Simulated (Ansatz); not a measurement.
**Y5Ge3, pressure series**

Take Y5Ge3 (space group P6_3/mcm, No. 193; a cell from a computed database, its experimental status unchecked) as the base.

```
CELL_PARAMETERS angstrom
      8.42097     0.00000     0.00000
     -4.21048     7.29277     0.00000
      0.00000     0.00000     6.33560
ATOMIC_POSITIONS crystal
  Y  0.00000 0.75737 0.75000
  Y  0.00000 0.24263 0.25000
  Y  0.24263 0.00000 0.25000
  Y  0.75737 0.00000 0.75000
  Y  0.24263 0.24263 0.75000
  Y  0.75737 0.75737 0.25000
  Y  0.33333 0.66667 0.50000
  Y  0.66667 0.33333 0.50000
  Y  0.66667 0.33333 0.00000
  Y  0.33333 0.66667 0.00000
  Ge 0.39422 0.00000 0.75000
  Ge 0.60578 0.00000 0.25000
  Ge 0.39422 0.39422 0.25000
  Ge 0.60578 0.60578 0.75000
  Ge 0.00000 0.39422 0.75000
  Ge 0.00000 0.60578 0.25000
```

Cell and atoms are relaxed at each pressure.

Method: Ansatz (an electronic-structure program), PBEsol, PAW, cutoff 420 eV, scalar-relativistic without spin-orbit coupling.

Notes on the quantities. enthalpy: H = E + PV relative to the base's energy.

```csv
case,density,enthalpy
base,5.65 g/cm³,–
pressure −2 GPa,5.50 g/cm³,-0.31 eV/atom
pressure −1 GPa,5.58 g/cm³,-0.15 eV/atom
pressure 0.3 GPa,5.68 g/cm³,+0.05 eV/atom
pressure 0.7 GPa,5.71 g/cm³,+0.11 eV/atom
pressure 1.5 GPa,5.76 g/cm³,+0.23 eV/atom
pressure 3 GPa,5.87 g/cm³,+0.45 eV/atom
pressure 5 GPa,6.00 g/cm³,+0.74 eV/atom
pressure 7.5 GPa,6.16 g/cm³,+1.09 eV/atom
pressure 10 GPa,6.30 g/cm³,+1.43 eV/atom
```

Load acts through the strain it causes; cell and atoms are relaxed under it. Stability against distortions was not tested. No other phases were tried under pressure. The final runs are not spin-polarised.
